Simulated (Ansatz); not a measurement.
SiGe (model structure, Pmma, No. 51, 4 atoms in the cell)

These are LDA (Ansatz, an electronic-structure program, plane waves, PAW) values and carry that method's errors.

Settings: plane-wave cutoff 520 eV, 10×10×6 k mesh (along the axes of the cell as run), Fermi–Dirac smearing 0.01 eV, scalar-relativistic PAW data made under PBE.

Cell (relaxed at this level):

```xyz
4
Lattice="3.8886 0.0000 0.0000 0.0000 3.8940 0.0000 0.0000 0.0000 5.4979" Properties=species:S:1:pos:R:3 pbc="T T T"
Si     2.9164     0.0000     4.8374
Si     0.9721     0.0000     0.6605
Ge     0.9721     1.9470     2.0313
Ge     2.9164     1.9470     3.4666
```

For SiGe (model structure, Pmma, No. 51, 4 atoms in the cell), the band gap is 0.26 eV (indirect) and the smallest direct gap on the k points sampled is 0.46 eV.

Note: the relaxation could raise the start's symmetry but not lower it, so the cell can be a saddle point.

Spin–orbit coupling is not included.

The computed numbers hold no vibrational or temperature effects.

A model structure was made by putting elements into a prototype or built by hand; it is no filed structure, need not be a known phase, and can be a saddle point held by its symmetry.
